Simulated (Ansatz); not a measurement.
The parent structure is C in the diamond structure (space group Fd-3m, No. 227; a = 3.5538 Å).

The change: cell and atoms relaxed at a pressure of 50 GPa.

Levels (all Ansatz, an electronic-structure program, PAW): PBEsol (420 eV, no spin-orbit coupling); r2SCAN (500 eV, no spin-orbit coupling); HSE06 (420 eV, without spin-orbit coupling).

One geometry, relaxed with PBEsol, under each level:

Notes on the quantities. hole mass: degenerate bands, along [100].

| level | band gap | lowest conduction level above the VBM at special points | electron mass | hole mass | pressure |
|---|---|---|---|---|---|
| PBEsol | 4.25 eV | X 4.83 eV; K 5.80 eV; U 5.80 eV; Γ 5.83 eV | 1.7 mₑ along k, 0.29 mₑ across (off the special points) | 0.27, 0.27, 0.56 mₑ (at Γ) | 50.00 GPa |
| r2SCAN | ? | ? | ? | ? | ? |
| HSE06 | 5.55 eV | X 6.15 eV; K 7.19 eV; U 7.19 eV; Γ 7.30 eV | – | – | – |

Question: Give the withheld r2SCAN results.

Answer: 
- r2SCAN, band gap: 4.60 eV
- r2SCAN, lowest conduction level above the VBM at special points: X 5.26 eV; K 6.28 eV; U 6.28 eV; Γ 6.18 eV
- r2SCAN, electron mass: 1.7 mₑ along k, 0.26 mₑ across (off the special points)
- r2SCAN, hole mass: 0.26, 0.26, 0.51 mₑ (at Γ)
- r2SCAN, pressure: 53.51 GPa

Single points use the geometry relaxed with PBEsol. Their cutoffs differ, which shifts pressures a little. HSE06 was sampled on its mesh, a few special points and the semilocal edge points, so its gap is an upper bound. Load acts through the strain it causes; cell and atoms are relaxed under it. Effective masses come from finite differences of ±0.01 Å⁻¹. Along k means along the line from Γ to the band edge. Whether these cells are dynamically stable was not tested. Competing high-pressure phases were not computed.
